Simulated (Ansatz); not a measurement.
How far to go with the plane-wave cutoff: Al₂Cu (I4mm, 3 atoms in the cell)

```yaml
crystal:
  lattice:
    - [-2.02018, 2.02018, 2.83684]
    - [2.02018, -2.02018, 2.83684]
    - [2.02018, 2.02018, -2.83684]
  atoms:
    - { symbol: Al, position: [0.75000, 0.25000, 0.50000] }
    - { symbol: Al, position: [0.25000, 0.75000, 0.50000] }
    - { symbol: Cu, position: [0.50881, 0.50881, 0.00000] }
```

Method of the run: LDA (PW92), default PAW files made with PBE (plane waves; Ansatz, an electronic-structure program).

Base settings: basis.ecutwfc = 420 eV; kpoints.mp_grid.grid = 11 11 11; hamiltonian.xc = lda; hamiltonian.pseudopotentials = {kind: paw} (the program's default PAW files); scf.occupations.method = gaussian; scf.occupations.width = 0.1 eV.

The second cell is the first with its lattice scaled by 0.98.

The mesh stays at the base's, so the ladder's end is converged at best in this setting alone.

The first pressure column holds Ansatz's estimate of the finite-basis (Pulay) stress, which hides part of the cutoff error; the other is without it.

Only quantities that move along the ladder and can be compared are tabulated.

The count of work is k-points × plane waves × bands × iterations; it is no time. 

The starting cell comes from a database of computed structures (which also holds hypothetical and non-ambient phases and stackings), without a prior relaxation at this level. Its lattice was rescaled by up to half a per cent. One atom was moved a little off its site on purpose. Spin polarisation is off.

```tsv
basis.ecutwfc	free energy less the last step's (meV/atom)	energy of the compressed cell less the first (meV/atom)	pressure (GPa)	pressure without the Pulay estimate (GPa)	largest difference of a force vector from the last step's (eV/Å)	count of work / last
145 eV	35243.92	198.52	20.15	-1232.76	0.021	0.064
170 eV	14791.06	79.15	8.00	-588.78	0.182	0.11
190 eV	7494.03	13.61	-0.60	-331.43	0.153	0.095
210 eV	3828.57	12.96	-1.94	-188.19	0.036	0.11
230 eV	1942.74	14.10	-0.43	-107.37	0.043	0.11
250 eV	963.67	10.93	-1.25	-60.76	0.063	0.12
295 eV	169.08	14.56	-0.76	-15.41	0.015	0.16
335 eV	27.39	11.78	-1.38	-4.38	0.001	0.19
380 eV	3.66	10.28	-1.61	-1.97	0.001	0.22
420 eV	1.13	10.24	-1.60	-1.68	0.000	0.27
460 eV	0.63	10.24	-1.61	-1.63	0.000	0.30
505 eV	0.47	10.24	-1.61	-1.62	0.000	0.37
565 eV	0.32	10.23	-1.61	-1.62	0.000	0.42
630 eV	0.17	10.22	-1.61	-1.62	0.000	0.49
735 eV	0.07	10.22	-1.61	-1.62	0.000	0.61
840 eV	0.03	10.21	-1.61	-1.62	0.000	0.78
1010 eV	0.00	10.21	-1.61	-1.61	0.000	1.0
```

Coarsest basis.ecutwfc that holds the pressure without the Pulay estimate within 0.1 GPa of the last step, with all finer ones: 420 eV, at 0.27 of the last step's count of work; the step before is off by 0.36 GPa.

Coarsest basis.ecutwfc that holds the energy of the compressed cell less the first within 0.2 meV/atom of the last step, with all finer ones: 380 eV, at 0.22 of the last step's count of work; the step before is off by 1.6 meV/atom.

Coarsest basis.ecutwfc that holds the forces within 0.005 eV/Å of the last step, with all finer ones: 335 eV, at 0.19 of the last step's count of work; the step before is off by 0.015 eV/Å.

The energy difference between the two cells stays within 1 meV/atom of the last step's from 380 eV on, the total only from 460 eV on: much of the error is common to both cells and cancels.

At the lowest cutoff the pressure without the Pulay estimate lies 1230 GPa under the last step's, the usual sign of Pulay stress in an incomplete plane-wave basis.

Keys are those of Ansatz 0.2.
